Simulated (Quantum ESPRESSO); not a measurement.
## Parameter sweep on ScAl3 (Pm-3m, 4 atoms in the cell)

```xyz
4
Lattice="4.1258 0.0000 0.0000 0.0000 4.1258 0.0000 0.0000 0.0000 4.1258" Properties=species:S:1:pos:R:3 pbc="T T T"
Sc     0.0000     0.0000     0.0000
Al     2.0629     0.0000     2.0629
Al     0.0000     2.0629     2.0629
Al     2.0629     2.0629     0.0000
```

Base run A: Quantum ESPRESSO with LDA (PW92), PseudoDojo standard norm-conserving (LDA) pseudopotentials, self-consistent single point.

Its settings: ecutwfc = 80 Ry; occupations = smearing; smearing = marzari-vanderbilt; degauss = 0.019992 Ry; potentials = {Sc: Sc.upf, Al: Al.upf}; K_POINTS = automatic 7 7 7 1 1 1; conv_thr = 1e-10 Ry; mixing_beta = 0.4.

The starting cell comes from a database of computed structures (which also holds hypothetical and non-ambient phases and stackings), without a prior relaxation at this level. Its lattice was rescaled by a random factor within 2.5 % of one. In the base run, with a pressure of about -6 GPa the cell is away from its equilibrium volume at this level.

Runs:
- B: input_dft: default → rpbe; potentials: PseudoDojo standard norm-conserving (PBE) [RPBE]
- C: input_dft: default → revpbe; potentials: PseudoDojo standard norm-conserving (PBE) [revPBE]
- D: input_dft: default → blyp; potentials: PseudoDojo standard norm-conserving (PBE) [BLYP]
- E: input_dft: default → wc; potentials: PseudoDojo standard norm-conserving (PBE) [Wu-Cohen GGA]
- F: input_dft: default → pw91; potentials: PseudoDojo standard norm-conserving (PBE) [PW91]
- G: input_dft: default → vdw-df2; potentials: PseudoDojo standard norm-conserving (PBE) [vdW-DF2]
- H: input_dft: default → vdw-df-cx; potentials: PseudoDojo standard norm-conserving (PBE) [vdW-DF-cx]
- I: input_dft: default → rvv10; potentials: PseudoDojo standard norm-conserving (PBE) [rVV10]

```tsv
run	pressure (GPa)
A	-5.94
B	-0.40
C	-0.65
D	?
E	-2.64
F	-0.94
G	1.88
H	?
I	-1.19
```

Task: Complete the blanks.

Result: 
- D, pressure (GPa): 2.50
- H, pressure (GPa): -2.10
